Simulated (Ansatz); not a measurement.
Band structure of TaTc (Pm-3m, 2 atoms in the cell).

```
TaTc
1.0
    3.17200     0.00000     0.00000
    0.00000     3.17200     0.00000
    0.00000     0.00000     3.17200
Ta Tc
1 1
Direct
  0.00000   0.00000   0.00000
  0.50000   0.50000   0.50000
```

Computed with PBEsol, default PAW files made with PBE (plane waves; Ansatz, a first-principles code).

Settings: kpoints.mp_grid.grid = 10 10 10; hamiltonian.xc = pbesol; hamiltonian.pseudopotentials = {kind: paw} (the program's default PAW files); scf.occupations.method = cold; scf.occupations.width = 0.05 eV; kpoints.band_path.npoints = 16.

The starting cell comes from a database of published, mostly measured structures (it also holds non-ambient and calculated ones), without a prior relaxation at this level. Spin-orbit coupling is off. Spin polarisation is off.

Levels in eV from the Fermi level, bands 11 to 17:
```json
[
 {"point": "Γ", "11": "-5.27", "12": "-1.23", "13": "-1.23", "14": "-1.23", "15": "2.11", "16": "2.11", "17": "5.11"},
 {"point": "X", "11": "-2.91", "12": "-1.88", "13": "-1.11", "14": "-1.11", "15": "0.09", "16": "0.59", "17": "0.59"},
 {"point": "M", "11": "-3.20", "12": "-3.20", "13": "1.28", "14": "1.32", "15": "1.32", "16": "1.47", "17": "2.65"},
 {"point": "R", "11": "-2.78", "12": "-2.23", "13": "-2.23", "14": "-2.23", "15": "1.39", "16": "1.39", "17": "4.90"}
]
```

Bands cross the Fermi level along this path, so the cell is metallic at this level.

Keys are those of Ansatz 0.2.
